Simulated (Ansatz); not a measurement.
Base system: Cu$_{3}$N (space group Pm-3m, No. 221; a = 3.827 Å).

Calculations: Kohn–Sham DFT with the PBE functional, run in Ansatz (an electronic-structure program) with PAW and 420 eV plane waves, without spin-orbit coupling.

For the base:

| Item | Value |
|---|---|
| Valley order | M along ⟨110⟩ 0.22 eV; Γ 0.97 eV; X along ⟨100⟩ 1.52 eV |
| Hole mass | 0.14, 0.14, 2.1 mₑ (at R) |

Now apply this change: the cell is scaled by 1.0300 in all directions; the atoms relax in the strained cell.

**Question.** What happens to the mean gap deformation potential ΔEg/Δln V, valley order and hole mass?

**Answer.** The mean gap deformation potential ΔEg/Δln V amounts to +3.1 eV; the valley order (the lowest conduction-band minima on the path, energy above the VBM, named in the base's zone) changes from M along ⟨110⟩ 0.22 eV; Γ 0.97 eV; X along ⟨100⟩ 1.52 eV to M along ⟨110⟩ 0.50 eV; Γ 0.74 eV; X along ⟨100⟩ 1.29 eV; the hole mass (degenerate bands, along [100]) changes from 0.14, 0.14, 2.1 mₑ (at R) to 0.20, 0.20, 2.3 mₑ (at R).

Masses are band curvatures over ±0.01 Å⁻¹ around the edge. Whether these cells are dynamically stable was not tested. All final runs are without spin polarisation. The zero or small gap of Cu3N can change with the level of theory.
